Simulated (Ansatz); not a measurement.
Structures of equal composition on the (0001) surface of 4H silicon carbide (Si plane on top): (√3x√3)R30° Sb adatom at H3; (√3x√3)R30° Sb adatom at T4. The slabs share one bottom face, and each structure is named by its start. These are constructed structures in small cells; real faces may alloy, dewet or reconstruct in larger ones, and not all known structures of the face are among them. Slabs of about 10 Å with all that they carry, Fermi-Dirac smearing of 0.025 eV. Bottom of the slabs: H caps. Relaxed from the named starts with such symmetry as they have, on meshes of like density; energies extrapolated to zero smearing; no spin-orbit coupling, no U. Spin-polarised runs, if any, are marked in brackets, and their order is one that fits the cell; the others ran without spin. Where a second, spin-polarised start was run, the lower counts.

Host crystal: 4H silicon carbide, with a band gap (PBE, scalar-relativistic without spin-orbit coupling).

The numbers are results of r2SCAN, at the PBE geometry (plane waves to 500 eV, PAW; Ansatz, a first-principles code), not measurements.

Rank these by energy per 1x1 cell (lowest first), as r2SCAN, at the PBE geometry gives it.

(√3x√3)R30° Sb adatom at T4 (0.000 eV, gap 2.18 eV on the mesh), (√3x√3)R30° Sb adatom at H3 (0.112 eV, gap 2.04 eV on the mesh)
